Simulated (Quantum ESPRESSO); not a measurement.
A self-consistent single point of Rb₃Sr (I4/mmm, 4 atoms in the cell) with Quantum ESPRESSO.

Level of theory: PBEsol, GBRV 1.5 ultrasoft (PBESOL) pseudopotentials (plane waves; Quantum ESPRESSO).

The change in words: lattice scaled by 0.98. Reference geometry:
```
Rb3Sr
1.0
   -3.41177     3.41177     6.93246
    3.41177    -3.41177     6.93246
    3.41177     3.41177    -6.93246
Rb Sr
3 1
Direct
  0.75000   0.25000   0.50000
  0.25000   0.75000   0.50000
  0.50000   0.50000   0.00000
  0.00000   0.00000   0.00000
```

Reference input (self-consistent single point, DFT, PBEsol, plane waves, GBRV 1.5 ultrasoft (PBESOL) pseudopotentials): ecutwfc = 40 Ry; ecutrho = 200 Ry; occupations = smearing; smearing = fermi-dirac; degauss = 0.0099958 Ry; potentials = {Rb: rb_pbesol_v1.uspp.F.UPF, Sr: sr_pbesol_v1.uspp.F.UPF}; K_POINTS = automatic 5 5 5 0 0 0; conv_thr = 1e-10 Ry. This run's input differs from it in these lines:

```diff
@@ -33,5 +33,5 @@
 CELL_PARAMETERS angstrom
-  -3.41177000     3.41177000     6.93246000
-   3.41177000    -3.41177000     6.93246000
-   3.41177000     3.41177000    -6.93246000
+  -3.34353500     3.34353500     6.79381100
+   3.34353500    -3.34353500     6.79381100
+   3.34353500     3.34353500    -6.79381100
```

Log, with long lists cut:

```
     Self-consistent Calculation

     iteration #  1     ecut=    40.00 Ry     beta= 0.70

---- Real-time Memory Report at c_bands before calling an iterative solver
           367 MiB given to the printing process from OS
           135 MiB allocation reported by mallinfo(arena+hblkhd)
------------------

     negative rho (up, down):  2.659E-01 0.000E+00

     total energy              =    -229.31181583 Ry
     estimated scf accuracy    <       0.41157902 Ry

     iteration #  2     ecut=    40.00 Ry     beta= 0.70

---- Real-time Memory Report at c_bands before calling an iterative solver
   [... lines left out ...]
           477 MiB given to the printing process from OS
           196 MiB allocation reported by mallinfo(arena+hblkhd)
------------------

     negative rho (up, down):  2.728E-01 0.000E+00

     total energy              =    -229.39149133 Ry
     estimated scf accuracy    <          7.9E-10 Ry

     iteration #  9     ecut=    40.00 Ry     beta= 0.70

---- Real-time Memory Report at c_bands before calling an iterative solver
           479 MiB given to the printing process from OS
           198 MiB allocation reported by mallinfo(arena+hblkhd)
------------------

     negative rho (up, down):  2.728E-01 0.000E+00
     End of self-consistent calculation

     the Fermi energy is     2.7804 ev

!    total energy              =    -229.39149134 Ry
     estimated scf accuracy    <          5.4E-11 Ry
     smearing contrib. (-TS)   =      -0.01845216 Ry
     internal energy E=F+TS    =    -229.37303918 Ry

     convergence has been achieved in   9 iterations

     negative rho (up, down):  2.728E-01 0.000E+00

     Forces acting on atoms (cartesian axes, Ry/au):

     atom    1 type  1   force =    -0.00000000    0.00000000    0.00000000
   [... zero for the other atoms too ...]

     Total force =     0.000000     Total SCF correction =     0.000000

     negative rho (up, down):  2.728E-01 0.000E+00
          total   stress  (Ry/bohr**3)                   (kbar)     P=       -0.31
  -0.00000216   0.00000000   0.00000000           -0.32        0.00        0.00
   0.00000000  -0.00000216  -0.00000000            0.00       -0.32       -0.00
   0.00000000  -0.00000000  -0.00000207            0.00       -0.00       -0.31

   JOB DONE.
```

The run converged in 9 iterations. Against the reference run the free energy falls by 4.2 meV/atom and the pressure goes from -0.25 to -0.03 GPa.

The starting cell comes from a database of computed structures (which also holds hypothetical and non-ambient phases and stackings), without a prior relaxation at this level. For this run, on top of that: lattice scaled by 0.98.

Cost on one core of a shared machine: roughly 90 s.
